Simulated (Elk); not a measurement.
Band structure of CrPbO3 (Pm-3m, 5 atoms in the cell).

```yaml
crystal:
  lattice:
    - [3.96171, 0.00000, 0.00000]
    - [0.00000, 3.96171, 0.00000]
    - [0.00000, 0.00000, 3.96171]
  atoms:
    - { symbol: Cr, position: [0.00000, 0.00000, 0.00000], spin: 3.0 }
    - { symbol: Pb, position: [0.50000, 0.50000, 0.50000] }
    - { symbol: O, position: [0.00000, 0.00000, 0.50000] }
    - { symbol: O, position: [0.50000, 0.00000, 0.00000] }
    - { symbol: O, position: [0.00000, 0.50000, 0.00000] }
```
(The spins are starting values, not results.)

Method of the run: LDA (PW92), all-electron FP-LAPW, Elk's shipped species files, LAPW+lo basis in Elk 10.2.4.

Settings: xctype = 3; spinpol = true; rgkmax = 7.5; stype = 0; swidth = 0.00183747 Ha; ngridk = 8 8 8; reducebf = 0.7; gmaxvr = 14 1/bohr; nxoapwlo = 1; rmtscf = 0.83; nempty = 10 per atom; bfcmt = [[0.0, 0.0, -1.5], [0.0, 0.0, 0.0], [0.0, 0.0, 0.0], [0.0, 0.0, 0.0], [0.0, 0.0, 0.0]].

The starting cell comes from a database of computed structures (which also holds hypothetical and non-ambient phases and stackings), without a prior relaxation at this level. Its lattice was rescaled by a random factor within 2.5 % of one. Spin-orbit coupling is off. With one magnetic atom in the cell only a parallel order is possible. Values depend on the basis (sphere radii, cutoffs, local orbitals), which need not be converged.

Levels in eV from the Fermi level, bands 22 to 29 of the first spin channel:
| point | 22 | 23 | 24 | 25 | 26 | 27 | 28 | 29 |
|---|---|---|---|---|---|---|---|---|
| Γ | -1.87 | -1.64 | -1.64 | -1.64 | 0.04 | 0.04 | 6.65 | 6.65 |
| X | -1.64 | -0.80 | 0.04 | 0.05 | 0.05 | 1.73 | 2.53 | 5.50 |
| M | -1.03 | 0.15 | 0.15 | 0.69 | 0.97 | 4.01 | 4.19 | 4.26 |
| R | -1.09 | 0.00 | 0.00 | 0.00 | 4.01 | 4.01 | 5.82 | 5.82 |

Bands cross the Fermi level along this path, so the cell is metallic at this level.

The net moment of the cell came out as 2.00 μB.
